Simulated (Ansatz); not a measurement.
An Ansatz (a program for electronic structure) run: CdI2 with a change (biaxial strain −0.58 %, plane normal [001], relaxed out of plane); PBEsol-D3(BJ) (Ansatz; PAW; 420 eV plane waves; no spin-orbit coupling), earlier PAW set.

Input:

Ansatz 0.2 input:
```yaml
crystal:
  lattice:
    - [4.128500183, 0, 0]
    - [2.0642500915, 3.575386038, 0]
    - [0, 0, 6.5725144651]
  atoms:
    - { symbol: Cd, position: [0, 0, 0] }
    - { symbol: I, position: [0.6666666667, 0.6666666667, 0.2611485414] }
    - { symbol: I, position: [0.3333333333, 0.3333333333, 0.7388514586] }
basis: { ecutwfc: 420, ecutrho_ratio: 4, xc_grid: 2, fft_grid_basis: typed }
kpoints: { mp_grid: { grid: [9, 9, 5] } }
hamiltonian:
  xc: pbesol
  dispersion: d3bj
  pseudopotentials: { azcp: { folder: ./paw }, kind: paw }
scf: { occupations: { method: fermi_dirac, width: 0.05 } }
relax: { f_tol: 0.005, max_steps: 50, cell: { stress_tol: 0.01, fix: [a, b, gamma] } }
output: { forces: true, stress: true }
checkpoint: { write: state.ck, write_every: 1000 }
```

Output (explanatory and most iteration lines left out):

```
Relaxation: its limit of steps is 50 (relax.max_steps)
Pseudopotential: Cd, paw, valence charge 20
Pseudopotential: I, paw, valence charge 17
Crystal: 3 atoms, lattice volume = 97.017 Å³
Basis set: ecut = 420 eV, 1869 PW (Γ), exchange–correlation on 60×60×90 points (8 copies of the dense FFT grid, shifted against one another)
Bands: 33, of which v1, the nominal top of the filled ones, is band 27 counted from 1 (26 counted from 0)
Symmetry: 12 space group operations
Space group: P-3m1 (ITA 164), of the structure as read, at distance tolerance 4.6e-5 Å
k-points: 50 of 405
Functional: x = pbesol(κ = 0.804, μ = 0.12345679012345678), c = pbesol(β = 0.046)
SCF iter   1: F=—  HF=-23054.342366 eV  |F-HF|=—  |Δ(HF+E_count)|=         —  Δρ=6.47e-2  dr2=9.67e0  ethr=3.10e-3  ⟨swp⟩=8.5  Hψ=8012  notcnv=0  defer=9
SCF iter   2: F=—  HF=-23051.603118 eV  |F-HF|=—  |Δ(HF+E_count)|=    2.74e0  Δρ=1.35e-2  dr2=2.92e-1  ethr=3.10e-3  ⟨swp⟩=4.0  Hψ=4010  notcnv=0  defer=61
SCF 1 converged in 8 iterations: F = -23051.550783 eV  dr2 = 4.44e-8
relax step   1: F+E_penalty+E_count = -23051.55078284 eV  Δ(F+E_penalty+E_count) = +0.000e0 eV  max|allowed force component| = 3.379e-2 eV/Å  Δτ_max = 0.0000 Å  P = +0.358 GPa  Ω = 97.017 Å³  fix = [a, b, gamma]  reactions: a +0.440, b +0.440 GPa  (8 SCF iters, dr2 threshold 1.00e-7 eV, accepted)
[... steps on the carried basis left out ...]
relax step   4: F+E_penalty+E_count = -23051.55096839 eV  Δ(F+E_penalty+E_count) = +3.264e-6 eV  max|allowed force component| = 1.341e-4 eV/Å  Δτ_max = 0.0004 Å  P = +0.221 GPa  Ω = 97.188 Å³  energy of the carried Pulay correction = -2.305e-5 eV  fix = [a, b, gamma]  reactions: a +0.331, b +0.331 GPa  (5 SCF iters, dr2 threshold 9.93e-10 eV, accepted)
Crystal: 3 atoms, lattice volume = 97.188 Å³
SCF iter   1: F=—  HF=-23051.550957 eV  |F-HF|=—  |Δ(HF+E_count)|=         —  Δρ=4.54e-5  dr2=4.37e-8  ethr=1.13e-6  ⟨swp⟩=3.0  Hψ=12077  notcnv=0
SCF iter   2: F=—  HF=-23051.550986 eV  |F-HF|=—  |Δ(HF+E_count)|=   2.95e-5  Δρ=2.29e-5  dr2=1.12e-8  ethr=8.10e-11  ⟨swp⟩=3.0  Hψ=3604  notcnv=0
SCF 5 converged in 6 iterations: F = -23051.550992 eV  dr2 = 8.12e-13
SCF converged after 6 iterations
Free energy (F): -23051.550992 eV
Internal energy: -23051.550992 eV  (E = F + TS)
E sigma→0 (E₀):  -23051.550992 eV
Fermi energy:    8.751143 eV
  E_disp       = -1.012274  (pairwise vdW)
--- Forces (eV/Å), atoms counted from 1 ---
  atom   1  Cd    -0.00000000     0.00000000     0.00000000
  atom   2  I      0.00000000    -0.00000000    -0.00013143
  atom   3  I     -0.00000000     0.00000000     0.00013143
--- Stress (GPa, compression-positive) ---
        0.330834       0.000000       0.000000
        0.000000       0.330834       0.000000
        0.000000       0.000000       0.001371
  P = ⅓ Tr σ = 0.2210 GPa (2.210 kbar)
--- Relaxed structure (4 steps of the walk, 3 accepted, 1 SCFs on fresh bases) ---
  cell:  # Å, volume = 97.1878 Å³
    - [4.128500182996129, -4.41478653780128e-96, 9.33055089531302e-19]
    - [2.0642500914980646, 3.575386038003352, 4.66527544765651e-19]
    - [1.4854106336091224e-18, 0.0, 6.584101356339184]
  atoms:
    - { symbol: Cd, position: [-2.8037399559537064e-36, 7.481437450686097e-37, -4.398934089300159e-20] }
    - { symbol: I, position: [0.6666666666666667, 0.6666666666666666, 0.2616259670550252] }
    - { symbol: I, position: [0.33333333333333337, 0.3333333333333333, 0.7383740329449752] }
```

With I present, leaving out spin-orbit coupling can change the band edges. Whether these cells are dynamically stable was not tested. The cell was made from CdI$_{2}$ in the CdI2 type structure (space group P-3m1, No. 164; layered, stacked along the Cartesian z axis) by this change: biaxial strain −0.58 %, plane normal [001], relaxed out of plane.
